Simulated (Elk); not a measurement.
Band structure of LaZnSbO (P4/nmm, 8 atoms in the cell).

```
CELL_PARAMETERS angstrom
      4.26837     0.00000     0.00000
      0.00000     4.26837     0.00000
      0.00000     0.00000     9.71636
ATOMIC_POSITIONS crystal
  La 0.00000 0.50000 0.88069
  La 0.50000 0.00000 0.11931
  Zn 0.00000 0.00000 0.50000
  Zn 0.50000 0.50000 0.50000
  Sb 0.50000 0.00000 0.68015
  Sb 0.00000 0.50000 0.31985
  O  0.50000 0.50000 0.00000
  O  0.00000 0.00000 0.00000
```

Computed with PBEsol, all-electron FP-LAPW, Elk's shipped species files, default APW+lo basis in Elk.

Settings: xctype = 22; rgkmax = 7; stype = 0; swidth = 0.00734986 Ha; ngridk = 5 5 3; rmtscf = 0.94.

The starting cell comes from a database of computed structures (which also holds hypothetical and non-ambient phases and stackings), without a prior relaxation at this level. Its lattice was rescaled by a random factor within 2.5 % of one. Spin-orbit coupling is off. Values depend on the basis (sphere radii, cutoffs, local orbitals), which need not be converged.

Levels in eV from the Fermi level, bands 47 to 54:
| point | 47 | 48 | 49 | 50 | 51 | 52 | 53 | 54 |
|---|---|---|---|---|---|---|---|---|
| Γ | -1.98 | -0.87 | -0.15 | -0.08 | -0.08 | 1.11 | 1.81 | 2.15 |
| X | -2.11 | -2.11 | -0.73 | -0.73 | 1.45 | 1.45 | 2.06 | 2.06 |
| M | -3.13 | -3.13 | -2.80 | -2.80 | 0.64 | 0.64 | 0.92 | 0.92 |
| Z | -1.91 | -1.76 | -0.19 | -0.19 | -0.05 | 1.24 | 1.43 | 2.11 |
| R | -1.86 | -1.86 | -0.70 | -0.70 | 1.25 | 1.25 | 2.22 | 2.22 |
| A | -3.15 | -3.15 | -2.71 | -2.71 | 0.71 | 0.71 | 1.38 | 1.38 |

Bands cross the Fermi level along this path, so the cell is metallic at this level.
